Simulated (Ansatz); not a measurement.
We consider GaAs (model structure, started from the BeO type, P4₂/mnm, No. 136, 8 atoms in the cell), described by r²SCAN in Ansatz (plane waves, PAW).

Run with plane-wave cutoff 560 eV, 6×6×10 k mesh (along the axes of the cell as run), Fermi–Dirac smearing 0.01 eV, scalar-relativistic PAW data made under PBE.

Cell (relaxed at this level):

```yaml
crystal:
  lattice:
    - [6.92292, 0.00000, 0.00000]
    - [0.00000, 6.92292, 0.00000]
    - [0.00000, 0.00000, 4.00876]
  atoms:
    - { symbol: Ga, position: [0.32439, 0.67561, 0.00000] }
    - { symbol: Ga, position: [0.67561, 0.32439, 0.00000] }
    - { symbol: Ga, position: [0.82439, 0.82439, 0.50000] }
    - { symbol: Ga, position: [0.17561, 0.17561, 0.50000] }
    - { symbol: As, position: [0.31723, 0.31723, 0.00000] }
    - { symbol: As, position: [0.68277, 0.68277, 0.00000] }
    - { symbol: As, position: [0.18277, 0.81723, 0.50000] }
    - { symbol: As, position: [0.81723, 0.18277, 0.50000] }
```

Task: Estimate the band gap and bulk modulus B0 that the calculation returns.

Result: 
- band gap: 1.00 eV (on the SCF k mesh)
- bulk modulus B0: 65.9 GPa

Note: the bulk modulus is −V dP/dV from two relaxed cells at ±2 % in volume; the relaxation could raise the start's symmetry but not lower it, so the cell can be a saddle point.

Spin–orbit coupling is not included.

Static lattice: no zero-point or thermal effects.

It cost around 16 core-minutes (rough) of CPU time.

A model structure was made by putting elements into a prototype or built by hand; it is no filed structure, need not be a known phase, and can be a saddle point held by its symmetry.

Ansatz is a quantum-chemistry and plane-wave program.
